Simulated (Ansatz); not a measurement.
Cells marked so need not be the phases stable at ambient conditions, and some may be hypothetical.

The gap is the functional's own. No spin-orbit coupling. Mid-gap values are interpolated on the energy grid.

A. ZrO₂ (I4_1/amd, anatase, not sure to be the ambient phase, 6 atoms a cell, 14.4 Å³ an atom), along the normal of (001)
B. K3Sb (P6_3/mmc, not sure to be the ambient phase, 8 atoms a cell, 43.0 Å³ an atom), along the normal of (100)
C. Sr$_{3}$Sc$_{2}$Cu$_{2}$S$_{2}$O$_{5}$ (I4/mmm, not sure to be the ambient phase, 14 atoms a cell, 15.7 Å³ an atom, -2 GPa at this level), along the normal of (110)

Problem. Order them by mid-gap decay constant of the slowest evanescent state (lowest first) at the level r2SCAN (Ansatz, a first-principles code).

Solution. B (0.11 1/Å), C (0.25 1/Å), A (0.47 1/Å)
